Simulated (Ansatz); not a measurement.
**Hypothetical Pm-3n BN: response to strain**

Start from BN (space group Pm-3n, No. 223; a hypothetical phase, not in the database extracts checked).

```
BN
1.0
    4.41933     0.00000     0.00000
    0.00000     4.41933     0.00000
    0.00000     0.00000     4.41933
B N
6 6
Direct
  0.25000   0.00000   0.50000
  0.50000   0.25000   0.00000
  0.50000   0.75000   0.00000
  0.75000   0.00000   0.50000
  0.00000   0.50000   0.75000
  0.00000   0.50000   0.25000
  0.25000   0.50000   0.00000
  0.00000   0.25000   0.50000
  0.00000   0.75000   0.50000
  0.75000   0.50000   0.00000
  0.50000   0.00000   0.75000
  0.50000   0.00000   0.25000
```

Cartesian axes are those of the cell as printed.

Strains are applied to the cell and any free atomic positions relax; under biaxial strain the out-of-plane vector relaxes too; under stress the whole cell relaxes.

Calculations: Kohn–Sham DFT with the PBEsol functional, run in Ansatz (a program for electronic structure) with PAW and 420 eV plane waves, without spin-orbit coupling.

Notes on the quantities. pressure: mean of the normal stresses, compression positive.

| case | band gap | electron mass | volume per atom | pressure |
|---|---|---|---|---|
| base | 4.39 eV | 0.64 mₑ along k, 0.53 mₑ across (off the special points) | 7.19 Å³ | 0.00 GPa |
| biaxial strain −3.61 %, plane normal [001], relaxed out of plane | 3.98 eV | 0.67 mₑ along k, 0.56 mₑ across (off the special points) | 6.75 Å³ | 21.29 GPa |
| isotropic strain −1.56 % | 4.40 eV | 0.65 mₑ along k, 0.54 mₑ across (off the special points) | 6.86 Å³ | 15.50 GPa |
| uniaxial strain ε_zz = −2.66 % | 3.95 eV | 0.64 mₑ along k, 0.56 mₑ across (off the special points) | 7.00 Å³ | 8.55 GPa |
| uniaxial stress, 0.5 GPa tension along z | 4.39 eV | 0.64 mₑ along k, 0.53 mₑ across (off the special points) | 7.20 Å³ | – |

Effective masses come from finite differences of ±0.01 Å⁻¹. Along k means along the line from Γ to the band edge. Beyond what the load breaks, stability against distortions was not tested. k-point labels follow each cell's own Brillouin zone.
